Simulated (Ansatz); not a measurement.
# Response to strain in WC

The reference is WC (space group P-6m2, No. 187; a = 2.8991 Å, c = 2.8268 Å; relaxed with 0.1 eV smearing).

Strains are applied to the cell and any free atomic positions relax.

Level of theory: Ansatz (a first-principles code) PBEsol, without spin-orbit coupling.

Notes on the quantities. energy relative to the base: free energy F.

| isotropic strain (%) | energy relative to the base (meV/atom) |
|---|---|
| -3 | 117.5 |
| -2 | 50.6 |
| -1.5 | 28.0 |
| -1 | ? |
| -0.5 | 3.0 |
| 0 | 0.0 |
| 0.5 | 2.9 |
| 1.5 | 25.4 |
| 3 | 96.9 |

**Question.** Fit ΔE = Aε² + Bε³ (ε in %) to the rows shown and predict the withheld row.

**Answer.** Least squares on the printed values gives A = 11.9 and B = -0.38 meV/atom (largest residual 0.1 meV/atom); this predicts 12.3 meV/atom, and the run gives 12.2 meV/atom, in agreement.

No phonon test of stability was made. All final runs are without spin polarisation.
